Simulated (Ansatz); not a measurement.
The parent structure is HfO2 in the fluorite structure (space group Fm-3m, No. 225; a = 5.0585 Å). Axes: x, y, z lie along the cube axes.

Method: r2SCAN, PAW, 500 eV (Ansatz, an electronic-structure program; no spin-orbit coupling).

Base values:

The volume per atom comes out as 10.79 Å³ and the pressure is 0.00 GPa.

Now apply this change: compressive biaxial strain of 3.31 % in the plane normal to [001], as in epitaxy on a mismatched substrate; the out-of-plane cell vector and the atoms relax.

Q: Predict the new volume per atom.

A: The volume per atom shrinks by 0.57 Å³, from 10.79 Å³ to 10.22 Å³.

Q: Estimate the effect on the pressure.

A: The pressure (mean of the normal stresses, compression positive) goes from zero to 16.52 GPa.

Whether these cells are dynamically stable was not tested. This is not the structure that HfO2 has at room temperature and ambient pressure.
